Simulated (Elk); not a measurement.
## Worked example: self-consistent single point of BaY (Pm-3m, 2 atoms in the cell) in Elk

Method: PBE, all-electron FP-LAPW, Elk's shipped species files, APW+lo basis with extra local orbitals (Elk).

Input as run:

```
tasks
  0

xctype
  20

rgkmax
  7.5

gmaxvr
  16.0

nxlo
  2

lorbcnd
  .true.

lmaxi
  2

stype
  3

swidth
  0.00499791

avec
    8.6078725730    0.0000000000    0.0000000000
    0.0000000000    8.6078725730    0.0000000000
    0.0000000000    0.0000000000    8.6078725730

atoms
  2   : nspecies
  'Ba.in'   : spfname
  1   : natoms; atposl, bfcmt below
  0.0000000000  0.0000000000  0.0000000000    0.0 0.0 0.0
  'Y.in'   : spfname
  1   : natoms; atposl, bfcmt below
  0.5000000000  0.5000000000  0.5000000000    0.0 0.0 0.0

ngridk
  7 7 7
```

Output (repeated stretches shortened):

```
│ Elk code version 10.2.4 │

All units are atomic (Hartree, Bohr, etc.)

│ Ground-state run starting from atomic densities │

Lattice vectors :
   8.607872573       0.000000000       0.000000000
   0.000000000       8.607872573       0.000000000
   0.000000000       0.000000000       8.607872573

Unit cell volume      :    637.8043660
Brillouin zone volume :   0.3889126928

Muffin-tin inner radius fraction :   0.1000000000E-01

Nuclei treated as point charges

Species :    1 (Ba)
 parameters loaded from : Ba.in
 name : barium
 nuclear charge    :   -56.00000000
 electronic charge :    56.00000000
 atomic mass :    250331.8069
 muffin-tin radius :    2.800000000
 number of radial points in muffin-tin :    697
 atomic positions (lattice), magnetic fields (Cartesian) :
   1 :   0.00000000  0.00000000  0.00000000    0.00000000  0.00000000  0.00000000

Species :    2 (Y)
 parameters loaded from : Y.in
 name : yttrium
 nuclear charge    :   -39.00000000
 electronic charge :    39.00000000
 atomic mass :    162065.4502
 muffin-tin radius :    2.600000000
 number of radial points in muffin-tin :    597
 atomic positions (lattice), magnetic fields (Cartesian) :
   1 :   0.50000000  0.50000000  0.50000000    0.00000000  0.00000000  0.00000000

Total number of atoms per unit cell :    2

Spin treatment :
 spin-unpolarised

Number of Bravais lattice symmetries :   48
Number of crystal symmetries         :   48
Crystal has inversion symmetry
Real symmetric eigensolver will be used

k-point grid :      7     7     7
k-point offset :    0.000000000       0.000000000       0.000000000
k-point set is reduced with full crystal symmetry group
Total number of k-points :       20

Muffin-tin radius times maximum |G+k| :    7.500000000
 using average radius
Maximum |G+k| for APW functions       :    2.777777778
Maximum (1/2)|G+k|²                   :    3.858024691
Maximum |G| for potential and density :    16.00000000
 potential will be trimmed for |G| > 2 gkmax
Constant for pseudocharge density :   11
Radial integration step length :    4

G-vector grid sizes :     45    45    45
Number of G-vectors :    43867

Maximum angular momentum used for
 APW functions                      :    8
 outer part of muffin-tin           :    6
 inner part of muffin-tin           :    2

Total nuclear charge    :   -95.00000000
Total core charge       :    64.00000000
Total valence charge    :    31.00000000
Total excess charge     :    0.000000000
Total electronic charge :    95.00000000

Effective Wigner radius, rₛ :    1.170285321

Number of empty states         :    8
Total number of valence states :   24
Total number of core states    :   64

Conduction state local-orbitals added automatically
Total number of local-orbitals :  161

Exchange-correlation functional :     20     0     0
 Perdew-Burke-Ernzerhof, Phys. Rev. Lett. 77, 3865 (1996)
 gradient requirement :    1
 generalised gradient approximation (GGA)

Smearing type :    3
 Fermi-Dirac
Smearing width :   0.4997910000E-02
Effective electronic temperature (K) :    1578.215154

Mixing type :    3
 Broyden mixing, J. Phys. A: Math. Gen. 17, L317 (1984)

Kohn-Sham potential initialised from atomic data

│ Self-consistent loop started │
│ Loop number : 1 │
 total energy                :     -11529.3303645
│ Loop number : 2 │
 total energy                :     -11529.3222994
RMS change in Kohn-Sham potential (target) :   0.1113068368     (  0.1000000000E-05)
Absolute change in total energy (target)   :   0.8065076650E-02 (  0.1000000000E-03)
│ Loop number : 3 │
 total energy                :     -11529.2534398
RMS change in Kohn-Sham potential (target) :   0.1083690130     (  0.1000000000E-05)
Absolute change in total energy (target)   :   0.7087592815E-01 (  0.1000000000E-03)
│ Loop number : 4 │
 total energy                :     -11527.9407012
RMS change in Kohn-Sham potential (target) :   0.7015794848E-01 (  0.1000000000E-05)
Absolute change in total energy (target)   :    1.330457598     (  0.1000000000E-03)
│ Loop number : 5 │
 total energy                :     -11526.4852473
RMS change in Kohn-Sham potential (target) :   0.2942026652E-01 (  0.1000000000E-05)
Absolute change in total energy (target)   :    1.788068247     (  0.1000000000E-03)
│ Loop number : 6 │
 total energy                :     -11525.6626734
RMS change in Kohn-Sham potential (target) :   0.9655297670E-02 (  0.1000000000E-05)
Absolute change in total energy (target)   :    1.269590975     (  0.1000000000E-03)
│ Loop number : 7 │
 total energy                :     -11525.2585633
RMS change in Kohn-Sham potential (target) :   0.2758015555E-03 (  0.1000000000E-05)
Absolute change in total energy (target)   :   0.7215078796     (  0.1000000000E-03)
│ Loop number : 8 │
 total energy                :     -11525.2177760
RMS change in Kohn-Sham potential (target) :   0.3250809035E-03 (  0.1000000000E-05)
Absolute change in total energy (target)   :   0.2211642177     (  0.1000000000E-03)
│ Loop number : 9 │
 total energy                :     -11525.2152324
RMS change in Kohn-Sham potential (target) :   0.2129368099E-03 (  0.1000000000E-05)
Absolute change in total energy (target)   :   0.5783464527E-01 (  0.1000000000E-03)
│ Loop number : 10 │
 total energy                :     -11525.2096184
RMS change in Kohn-Sham potential (target) :   0.2310586957E-04 (  0.1000000000E-05)
Absolute change in total energy (target)   :   0.2007267732E-01 (  0.1000000000E-03)
│ Loop number : 11 │
 total energy                :     -11525.2084650
RMS change in Kohn-Sham potential (target) :   0.1953801989E-04 (  0.1000000000E-05)
Absolute change in total energy (target)   :   0.6171613188E-02 (  0.1000000000E-03)
│ Loop number : 12 │
 total energy                :     -11525.2079348
RMS change in Kohn-Sham potential (target) :   0.7971360463E-05 (  0.1000000000E-05)
Absolute change in total energy (target)   :   0.2073053403E-02 (  0.1000000000E-03)
│ Loop number : 13 │
 total energy                :     -11525.2077632
RMS change in Kohn-Sham potential (target) :   0.1004081615E-05 (  0.1000000000E-05)
Absolute change in total energy (target)   :   0.6899007949E-03 (  0.1000000000E-03)
│ Loop number : 14 │
 total energy                :     -11525.2077503
RMS change in Kohn-Sham potential (target) :   0.3027214122E-06 (  0.1000000000E-05)
Absolute change in total energy (target)   :   0.1853829563E-03 (  0.1000000000E-03)
│ Loop number : 15 │
 total energy                :     -11525.2077442
RMS change in Kohn-Sham potential (target) :   0.9716518352E-07 (  0.1000000000E-05)
Absolute change in total energy (target)   :   0.5239723578E-04 (  0.1000000000E-03)
Convergence targets achieved

│ Loop number : 16 │

Energies :
 Fermi                       :     0.187846533660
 sum of eigenvalues          :     -7019.43123065
 electron kinetic            :      12180.3817840
 core electron kinetic       :      11858.9943049
 Coulomb                     :     -23397.4630499
 Coulomb potential           :     -18797.9656484
 nuclear-nuclear             :     -852.946406118
 electron-nuclear            :     -26291.0676391
 Hartree                     :      3746.55099533
 Madelung                    :     -13998.4802257
 xc potential                :     -401.847366172
 exchange                    :     -303.149504098
 correlation                 :     -4.96850818496
 electron entropic           :    -0.846169727607E-02
 total energy                :     -11525.2077399

Density of states at Fermi energy :    104.0671890
 (states/Hartree/unit cell)

Estimated indirect band gap :   0.5070898297E-03
 from k-point     17 to k-point     17
Estimated direct band gap   :   0.5070898297E-03
 at k-point     17

Charges :
 core                        :    64.00000000
 valence                     :    31.00000000
 interstitial                :    4.661672007
 muffin-tins (core leakage)
  species :    1 (Ba)
   atom    1                 :    53.69434398     (  0.5293470771E-05)
  species :    2 (Y)
   atom    1                 :    36.64398401     (  0.8914574433E-05)
 total in muffin-tins        :    90.33832799
 total calculated charge     :    95.00242485
 total charge                :    95.00000000
 error                       :   0.2424851788E-02

│ Self-consistent loop stopped │
```

The run converged in 16 iterations. The count includes the last loop, which Elk runs after its targets are met.

The starting cell was generated: these elements placed on a structure prototype, without a prior relaxation; it need not be a known phase or ordering of this composition. Its lattice was rescaled by a random factor within 2.5 % of one. Values depend on the basis (sphere radii, cutoffs, local orbitals), which need not be converged. The log's line on a gap gives a spacing of levels on this mesh, which the program prints for metals too.
